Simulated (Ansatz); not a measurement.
Base system: Te (space group P3_121, No. 152; a = 4.624 Å, c = 5.903 Å; made of chains). Axes: x lies along a and z along c of the hexagonal cell.

Structures relaxed with r2SCAN (Ansatz, an electronic-structure program, PAW, without spin-orbit coupling).

Base:

Simulated powder pattern, Co Kα, λ = 1.79026 Å (kinematic, ideal powder, no thermal factors, no anomalous dispersion; the 14 strongest lines at most, above 2 %, up to 2θ = 90°):

```csv
2θ (°),I/Imax (%),hkl
25.83,19,(100)
31.34,100,(101)
44.26,39,(012)
45.56,23,(110)
49.14,13,(111)
54.12,8.1,(003)
56.34,19,(021)
58.92,7.9,(112)
65.40,12,(202)
72.51,11,(210)
73.36,12,(113)
75.25,8.9,(211)
80.54,7.2,(104)
83.31,7.0,(122)
```

After one change:

Simulated powder pattern, Co Kα, λ = 1.79026 Å (kinematic, ideal powder, no thermal factors, no anomalous dispersion; the 14 strongest lines at most, above 2 %, up to 2θ = 90°):

| 2θ (°) | I/Imax (%) |
|---|---|
| 25.57 | 20 |
| 31.12 | 100 |
| 31.35 | 99 |
| 31.57 | 98 |
| 44.10 | 39 |
| 44.27 | 39 |
| 44.43 | 39 |
| 45.08 | 23 |
| 45.57 | 23 |
| 46.05 | 23 |
| 54.12 | 24 |
| 55.79 | 20 |
| 56.35 | 19 |
| 56.90 | 18 |

Problem. Name the change that was made.
A) isotropic strain +3.00 %
B) biaxial strain −2.56 %, plane normal [001], relaxed out of plane
C) tensor shear ε_xy = +1.16 %
D) uniaxial strain ε_xx = +1.08 %

Solution. C, tensor shear ε_xy = +1.16 %. Its volume per atom is 36.43 Å³ against 36.44 Å³, and its space group is P1 (No. 1).

Whether these cells are dynamically stable was not tested. No dispersion term is included, though the crystal is made of layers, chains or molecules, so its spacings can come out too wide.
